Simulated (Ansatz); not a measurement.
Abridged Ansatz (a quantum-chemistry and plane-wave program) output:

```
Relaxation: its limit of steps is 50 (relax.max_steps)
Pseudopotential: Lu, paw, valence charge 25
Crystal: 2 atoms, lattice volume = 56.904 Å³
Basis set: ecut = 420 eV, 1103 PW (Γ), exchange–correlation on 48×48×72 points (8 copies of the dense FFT grid, shifted against one another)
Bands: 31, of which v1, the nominal top of the filled ones, is band 25 counted from 1 (24 counted from 0)
Symmetry: 24 space group operations
k-points: 240 of 3971
Functional: x = pbe(κ = 0.804, μ = 0.2195149727645171), c = pbe(β = 0.06672455060314922)
SCF iter   1: F=—  HF=-29464.903655 eV  |F-HF|=—  |Δ(HF+E_count)|=         —  Δρ=2.09e-3  dr2=1.99e-3  ethr=1.77e-3  ⟨swp⟩=5.2  Hψ=31937  notcnv=0
SCF iter   2: F=—  HF=-29464.896984 eV  |F-HF|=—  |Δ(HF+E_count)|=   6.67e-3  Δρ=1.93e-3  dr2=1.92e-3  ethr=3.98e-6  ⟨swp⟩=3.5  Hψ=22299  notcnv=0
SCF 1 converged in 10 iterations: F = -29464.895193 eV  dr2 = 5.08e-12
relax step   1: F+E_penalty+E_count = -29464.89519349 eV  Δ(F+E_penalty+E_count) = +0.000e0 eV  max|allowed force component| = 3.469e-17 eV/Å  Δτ_max = 0.0000 Å  (10 SCF iters, accepted)
SCF converged after 10 iterations
Free energy (F): -29464.895193 eV
Internal energy: -29464.793235 eV  (E = F + TS)
E sigma→0 (E₀):  -29464.844214 eV
Entropy (-TS):   -0.101959 eV (-50.979 meV/atom)
Fermi energy:    14.065938 eV
--- Forces (eV/Å), atoms counted from 1 ---
  atom   1  Lu    -0.00000000    -0.00000000    -0.00000000
  atom   2  Lu     0.00000000     0.00000000     0.00000000
--- Stress (GPa, compression-positive) ---
        0.568983       0.000000       0.000000
        0.000000       0.568983      -0.000000
        0.000000      -0.000000       2.452190
  P = ⅓ Tr σ = 1.1967 GPa (11.967 kbar)
--- Relaxed structure (1 steps of the walk, 1 accepted, 0 SCFs on fresh bases) ---
  atoms:
    - { symbol: Lu, position: [0.6666666666666666, 0.33333333333333337, 0.7500000000000001] }
    - { symbol: Lu, position: [0.33333333333333337, 0.6666666666666667, 0.25000000000000006] }
```

Q: What was computed, and what are the main results?

A: Lu, 2 atoms in the cell, with PBE, PAW, 420 eV (Ansatz; scalar-relativistic without spin-orbit coupling). The last SCF converged to F = -29464.895193 eV, or -14732.4476 eV per atom, at a pressure of 1.20 GPa. The total energy compares only with runs of the same code, potentials and settings.

The cells carry an imposed strain or load. No phonon test of stability was made. The cell was made from Lu in the hcp (Mg type) structure (space group P6_3/mmc, No. 194) by this change: uniaxial strain ε_zz = −2.50 %.

Keys are those of Ansatz 0.2.
